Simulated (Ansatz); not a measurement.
Given:

```xyz
2
Lattice="0.0000 3.0668 3.0668 3.0668 0.0000 3.0668 3.0668 3.0668 0.0000" Properties=species:S:1:pos:R:3 pbc="T T T"
Cd     0.0000     0.0000     0.0000
Se     4.6002     4.6002     4.6002
```

The numbers are results of r2SCAN with spin-orbit coupling, rigid bands (plane waves, PAW; Ansatz, a program for electronic structure), not measurements. How the cell was made: cell and atoms relaxed with r2SCAN.

Q: What conductivity effective mass do dilute holes have at 300 K?

A: 0.79 mₑ.

Q: What conductivity effective mass do dilute electrons have at 300 K?

A: 0.103 mₑ.

Q: And the band gap?

A: 0.93 eV at this level; semilocal functionals usually fall short of the measured gap.

Rigid bands, one relaxation time for all states, no polarons.
